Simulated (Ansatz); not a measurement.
## Computed paths: interstitial F in 4H silicon carbide, charge state -1

Defect migration in 4H silicon carbide: interstitial F, charge state -1. Method: PBE, PAW (plane waves to 420 eV; Ansatz, a program for electronic structure).

Settings: 72 host sites, the relaxed PBE lattice, the Γ point alone, smearing 0.01 eV, spin-restricted, no image-charge correction. Static, classical nuclei. The charge state is imposed; whether it is stable for some Fermi level was not computed. Sites that were not tried may lie lower.

Barriers: single points on a 2×2×2 k-point mesh shifted by half a step along c at the bands' geometries (they differ from the bands' own by up to 0.45 eV, and are uncertain by about as much).

| Route | Start site over the lowest site run (eV) | Hop (Å) | Forward barrier (eV) | Backward barrier (eV) | Neighbours at the start | Neighbours at the saddle | Saddle order | Forward, on the band's own sampling (eV) |
|---|---|---|---|---|---|---|---|---|
| F moves alone to another site | 0.00 | 2.54 | 3.21 | 2.71 | 3 C at 2.27, 3 C at 2.30; 3 Si at 1.89 Å | 3 C at 2.03; 3 Si at 1.90 Å | first order | 2.89 |
| F moves alone to another site | 0.00 | 3.09 | 3.34 | 3.34 | 3 C at 2.27, 3 C at 2.30; 3 Si at 1.89 Å | C at 1.95; Si at 1.61, Si at 2.11 Å | first order | 2.89 |

Paths come from nudged elastic bands with a climbing image. Of the routes that converged and passed our checks, the lowest saddle point lies 3.21 eV above the lowest of the sites run (F moves alone to another site); other sites, such as split forms, and other routes may lie lower.  A further band (F moves alone to another site, 3.09 Å) gave 3.15 eV forward on its own sampling, 3.68 eV above the lowest site run, but a shoulder points to a second hump between its images, so it is not taken as a result.

The whole set of runs took about 2.0 core-hours (a rough figure).
